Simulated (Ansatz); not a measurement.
## BaSiO3 (model structure, started from the tetragonal perovskite type, P4mm, No. 99, 5 atoms in the cell)

Level of theory: r²SCAN+SOC in Ansatz (plane waves, PAW).

Numerical settings: plane-wave cutoff 560 eV, 16×16×12 k mesh (along the axes of the cell as run), Fermi–Dirac smearing 0.05 eV, PAW data made under PBE.

Cell (relaxed with PBEsol):

```yaml
crystal:
  lattice:
    - [3.52744, 0.00000, 0.00000]
    - [0.00000, 3.52744, 0.00000]
    - [0.00000, 0.00000, 4.96393]
  atoms:
    - { symbol: Si, position: [0.50000, 0.50000, 0.48996] }
    - { symbol: Ba, position: [0.00000, 0.00000, 0.98805] }
    - { symbol: O, position: [0.50000, 0.50000, 0.82064] }
    - { symbol: O, position: [0.50000, 0.00000, 0.40367] }
    - { symbol: O, position: [0.00000, 0.50000, 0.40367] }
```

| Item | Result |
|---|---|
| band gap | 1.90 eV (on the SCF k mesh) |

Note: the relaxation could raise the start's symmetry but not lower it, so the cell can be a saddle point; cell and atoms aren't relaxed at this level (largest force component 0.44 eV/Å, pressure 1.2 GPa).

Static lattice: no zero-point or thermal effects.

The result took roughly 15 core-minutes.

A model structure was made by putting elements into a prototype or built by hand; it is no filed structure, need not be a known phase, and can be a saddle point held by its symmetry.

Ansatz is a first-principles code.
